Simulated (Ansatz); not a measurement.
**H on the 1x1 (110) surface of bcc Mo, one in a 3x3 cell, started at the site 'bridge Mo-Mo (span 3.2 Å)'**

Computed with PBE (plane waves to 420 eV, PAW; Ansatz, a first-principles code).

Set-up: 37 atoms, 6.5 Å thick at the start under the adsorbate (thin: gaps and levels are the slab's own); mesh 4x4x1; 0.1 eV smearing; dipole correction on; 18 atoms held, the rest relaxed; held to the start's symmetry, so lower structures may exist; no spin, no spin-orbit, no U, no dispersion correction. At the end it is bonded to 2 Mo. In PBE this state lies 0.18 eV over the lowest of the starts that converged ('hollow Mo-Mo-Mo').

```yaml
adsorption energy against ½ H2(g): -0.55 eV
work_function_of_the_top_face: 4.59 eV
change_of_the_work_function: 0.003 eV
change_of_the_step_from_the_bottom_to_the_top_vacuum_level_against_the_clean_slab: 0.013 eV
energy_released_by_relaxation: 0.027 eV
height of the binding atom over the mean of the host atoms within 0.3 Å of the top one: 1.103 Å
nearest_host_atoms_of_the_binding_atom: Mo at 1.94 Å, Mo at 1.94 Å, Mo at 2.50 Å
largest_move_of_a_host_atom: 0.03 Å
```

A negative adsorption energy means that the adsorbate is more stable on the surface than in its reference.
